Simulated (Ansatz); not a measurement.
An Ansatz (a program for electronic structure) run: Ge with a change (pressure 10 GPa); Ansatz, PBEsol, PAW, cutoff 420 eV, spin-orbit coupling left out.

Input:

Ansatz 0.2 input:
```yaml
crystal:
  lattice:
    - [5.7743579085, 0, 0]
    - [0, 5.7743579085, 0]
    - [0, 0, 6.6322516973]
  atoms:
    - { symbol: Ge, position: [0.094653784, 0.094653784, 0] }
    - { symbol: Ge, position: [0.405346216, 0.594653784, 0.75] }
    - { symbol: Ge, position: [0.905346216, 0.905346216, 0.5] }
    - { symbol: Ge, position: [0.594653784, 0.405346216, 0.25] }
    - { symbol: Ge, position: [0.1766170257, 0.3660539559, 0.274038824] }
    - { symbol: Ge, position: [0.1339460441, 0.6766170257, 0.024038824] }
    - { symbol: Ge, position: [0.8233829743, 0.6339460441, 0.774038824] }
    - { symbol: Ge, position: [0.8660539559, 0.3233829743, 0.524038824] }
    - { symbol: Ge, position: [0.6766170257, 0.1339460441, 0.975961176] }
    - { symbol: Ge, position: [0.6339460441, 0.8233829743, 0.225961176] }
    - { symbol: Ge, position: [0.3233829743, 0.8660539559, 0.475961176] }
    - { symbol: Ge, position: [0.3660539559, 0.1766170257, 0.725961176] }
basis: { ecutwfc: 420, ecutrho_ratio: 4, xc_grid: 2, fft_grid_basis: typed }
kpoints: { mp_grid: { grid: [5, 5, 4] } }
hamiltonian:
  xc: pbesol
  dispersion: none
  pseudopotentials: { kind: paw }
scf: { occupations: { method: fermi_dirac, width: 0.05 } }
relax: { f_tol: 0.01, max_steps: 60, cell: { stress_tol: 0.02, p_target: 10 } }
output: { forces: true, stress: true }
checkpoint: { write: state.ck, write_every: 1000 }
```

Output (explanatory and most iteration lines left out):

```
Relaxation: its limit of steps is 60 (relax.max_steps)
Pseudopotential: Ge, paw, valence charge 14
Crystal: 12 atoms, lattice volume = 221.141 Å³
Basis set: ecut = 420 eV, 4371 PW (Γ), exchange–correlation on 80×80×90 points (8 copies of the dense FFT grid, shifted against one another)
Bands: 101, of which v1, the nominal top of the filled ones, is band 84 counted from 1 (83 counted from 0)
Symmetry: 8 space group operations
Space group: P43212 (ITA 96), of the structure as read, at distance tolerance 6.0e-5 Å
k-points: 18 of 100 (time reversal used)
Functional: x = pbesol(κ = 0.804, μ = 0.12345679012345678), c = pbesol(β = 0.046)
SCF iter   1: F=—  HF=-51040.113014 eV  |F-HF|=—  |Δ(HF+E_count)|=         —  Δρ=2.27e-3  dr2=8.15e-3  ethr=1.77e-3  ⟨swp⟩=6.0  Hψ=6426  notcnv=0  defer=6
SCF iter   2: F=—  HF=-51040.101944 eV  |F-HF|=—  |Δ(HF+E_count)|=   1.11e-2  Δρ=1.10e-3  dr2=1.82e-3  ethr=4.85e-6  ⟨swp⟩=2.0  Hψ=3603  notcnv=0  defer=36
SCF 1 converged in 7 iterations: F = -51040.101868 eV  dr2 = 4.21e-9
relax step   1: F+E_penalty+E_count = -51040.10186804 eV  Δ(F+E_penalty+E_count) = +0.000e0 eV  max|allowed force component| = 5.055e-4 eV/Å  Δτ_max = 0.0000 Å  P = +7.502 GPa  Ω = 221.141 Å³  (7 SCF iters, dr2 threshold 1.00e-7 eV, accepted)
[... steps on the carried basis left out ...]
relax step   7: F+E_penalty+E_count = -51039.80041294 eV  Δ(F+E_penalty+E_count) = +1.185e-3 eV  max|allowed force component| = 3.359e-4 eV/Å  Δτ_max = 0.0000 Å  P = +10.003 GPa  Ω = 215.604 Å³  stress off target by 6.77e-3 GPa  SCF on the basis re-selected at this cell (its energy is not comparable with the rows above)  (5 SCF iters)
SCF converged after 5 iterations
Free energy (F): -51039.800413 eV
Internal energy: -51039.798358 eV  (E = F + TS)
E sigma→0 (E₀):  -51039.799385 eV
Entropy (-TS):   -0.002055 eV (-0.171 meV/atom)
Fermi energy:    11.474946 eV
--- Forces (eV/Å), atoms counted from 1 ---
  atom   1  Ge     0.00033586     0.00033586    -0.00000000
  atom   2  Ge    -0.00033586     0.00033586     0.00000000
  atom   3  Ge    -0.00033586    -0.00033586    -0.00000000
  atom   4  Ge     0.00033586    -0.00033586     0.00000000
  atom   5  Ge    -0.00012478    -0.00009596     0.00004919
  atom   6  Ge     0.00009596    -0.00012478     0.00004919
  atom   7  Ge     0.00012478     0.00009596     0.00004919
  atom   8  Ge    -0.00009596     0.00012478     0.00004919
  atom   9  Ge    -0.00012478     0.00009596    -0.00004919
  atom  10  Ge     0.00009596     0.00012478    -0.00004919
  atom  11  Ge     0.00012478    -0.00009596    -0.00004919
  atom  12  Ge    -0.00009596    -0.00012478    -0.00004919
--- Stress (GPa, compression-positive) ---
       10.000647      -0.000000       0.000000
       -0.000000      10.000647      -0.000000
        0.000000      -0.000000      10.006774
  P = ⅓ Tr σ = 10.0027 GPa (100.027 kbar)
--- Relaxed structure (6 steps of the walk, 4 accepted, 1 SCFs on fresh bases) ---
  cell:  # Å, volume = 215.6037 Å³
    - [5.732137089067108, -2.206832128945037e-33, 2.874309855454561e-18]
    - [-2.206832128945037e-33, 5.732137089067108, 9.838763332867792e-33]
    - [3.3013447935645277e-18, 1.130050402907524e-32, 6.561801763659509]
  atoms:
    - { symbol: Ge, position: [0.09600565103183047, 0.09600565103183047, -1.1893479783948459e-20] }
    - { symbol: Ge, position: [0.4039943489681696, 0.5960056510318305, 0.7500000000000001] }
    - { symbol: Ge, position: [0.9039943489681697, 0.9039943489681697, 0.5] }
    - { symbol: Ge, position: [0.5960056510318305, 0.4039943489681696, 0.25] }
    - { symbol: Ge, position: [0.17745385694739396, 0.36497449221995726, 0.27787458240079316] }
    - { symbol: Ge, position: [0.13502550778004271, 0.6774538569473941, 0.027874582400793144] }
    - { symbol: Ge, position: [0.8225461430526062, 0.6350255077800429, 0.7778745824007932] }
    - { symbol: Ge, position: [0.8649744922199574, 0.3225461430526061, 0.5278745824007931] }
    - { symbol: Ge, position: [0.6774538569473941, 0.13502550778004271, 0.9721254175992067] }
    - { symbol: Ge, position: [0.6350255077800429, 0.8225461430526062, 0.22212541759920687] }
    - { symbol: Ge, position: [0.3225461430526061, 0.8649744922199574, 0.4721254175992069] }
    - { symbol: Ge, position: [0.36497449221995726, 0.17745385694739396, 0.7221254175992068] }
```

Load acts through the strain it causes; cell and atoms are relaxed under it. Stability against distortions was not tested. Competing high-pressure phases were not computed. The cell was made from Ge (space group P4_32_12, No. 96) by this change: pressure 10 GPa. This is not the structure that Ge has at room temperature and ambient pressure.
